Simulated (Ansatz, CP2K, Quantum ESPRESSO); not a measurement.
One structure in several programs: LaOF (R-3m, 6 atoms in the cell)

Self-consistent single point.

```
CELL_PARAMETERS angstrom
      2.06074     1.18977     6.85773
     -2.06074     1.18977     6.85773
      0.00000    -2.37954     6.85773
ATOMIC_POSITIONS crystal
  La 0.74190 0.74190 0.74190
  La 0.25810 0.25810 0.25810
  O  0.62271 0.62271 0.62271
  O  0.37729 0.37729 0.37729
  F  0.87066 0.87066 0.87066
  F  0.12934 0.12934 0.12934
```

All programs got the same cell, k-point mesh and kind of occupations (some realise fixed ones as a very narrow smearing) (in Ansatz's words: kpoints.mp_grid.grid = 7 7 7; scf.occupations.method = fixed); potentials, basis and cutoffs are each program's usual ones.

```json
[
 {"code": "Ansatz", "model": "LDA (PW92), PAW files made with PBE", "pressure (GPa)": "-12.19", "largest force (eV/Å)": "0.358", "gap on the mesh (eV)": "4.126", "k-points": "44", "cutoff": "30.9 Ry"},
 {"code": "Quantum ESPRESSO", "model": "LDA (PZ), GBRV 1.5 ultrasoft (LDA) pseudopotentials", "pressure (GPa)": "-11.70", "largest force (eV/Å)": "0.335", "gap on the mesh (eV)": "4.198", "k-points": "44", "cutoff": "40 Ry"},
 {"code": "CP2K", "model": "LDA (Pade form), GPW, DZVP-MOLOPT-SR-GTH basis, GTH-PADE potentials (GTH_POTENTIALS)", "pressure (GPa)": "-10.53", "largest force (eV/Å)": "0.330", "gap on the mesh (eV)": "4.332", "k-points": "172", "cutoff": "grid 550 Ry"}
]
```

Size of the force on each atom (eV/Å): Sizes of forces hide their directions.

```csv
code,La1,La2,O3,O4,F5,F6
Ansatz,0.358,0.358,0.116,0.116,0.089,0.089
Quantum ESPRESSO,0.335,0.335,0.106,0.106,0.083,0.083
CP2K,0.330,0.330,0.086,0.086,0.044,0.044
```

Gaps are read on the mesh. Another mesh or the band path gives a smaller gap, so these values are not converged in the mesh.

The spread over the programs that give each value: pressure within 1.66 GPa; largest force within 0.028 eV/Å; gap on the mesh within 0.206 eV.

The starting cell comes from a database of computed structures (which also holds hypothetical and non-ambient phases and stackings), without a prior relaxation at this level. Its lattice was rescaled by a random factor within 2.5 % of one. On Ansatz's run: In the base run, with a pressure of about -12 GPa the cell is away from its equilibrium volume at this level. Another mesh or the band path of this cell gives a smaller gap, so this value is not converged in the mesh.

### Question
Why do the programs differ, and what cannot be compared?

### Answer
Differences of this kind can come from the potentials, where these differ, and from what each basis and cutoff leave unconverged. The zero of total energies and Fermi levels follows the potentials and each program's conventions, so they are not compared here. CP2K uses small atom-centred bases, whose incompleteness enters pressures, forces and empty levels differently from a plane-wave cutoff. Ansatz's pressure is given at a fixed set of plane waves, as the other plane-wave codes print theirs; with its correction for the finite basis it is -11.78 GPa (the shift of 0.41 GPa shows how far the cutoff is from converged). The same LDA comes in different parametrisations, which differ slightly. The programs reduce the same mesh by symmetry to different extents, which changes the work and not the result. In the pressure, CP2K (by 1.42) lies more than 1 GPa from the median of the plane-wave programs. In the gap, CP2K (by 0.170) lies more than 0.12 eV from the median of the plane-wave programs.

Left out of this page: ABINIT (with a known weakness of the program); GPAW (stopped by limits of time or memory).

Ansatz is a quantum-chemistry and plane-wave program.

Keys are those of Ansatz 0.2.
